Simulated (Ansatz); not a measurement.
Take CdTe in the zinc blende structure (space group F-43m, No. 216; a = 6.6186 Å) as the base.

Calculations: plane-wave PAW DFT at the PBE level (Ansatz, a quantum-chemistry and plane-wave program, 420 eV), without spin-orbit coupling, earlier PAW set.

Before the change:

| Item | Result |
|---|---|
| Band gap | 0.58 eV |
| Pressure | 0.00 GPa |

Perturbation: every lattice vector is stretched by 1.87 %, atoms relaxed at fixed cell.

Q: Predict the new energy relative to the base, band gap and pressure.

A: The energy goes up by 12 meV/atom; the band gap drops by 0.16 eV to 0.42 eV; the pressure goes from zero to -1.71 GPa.

With Te present, leaving out spin-orbit coupling can change the band edges. The cells carry an imposed strain or load. No phonon test of stability was made.
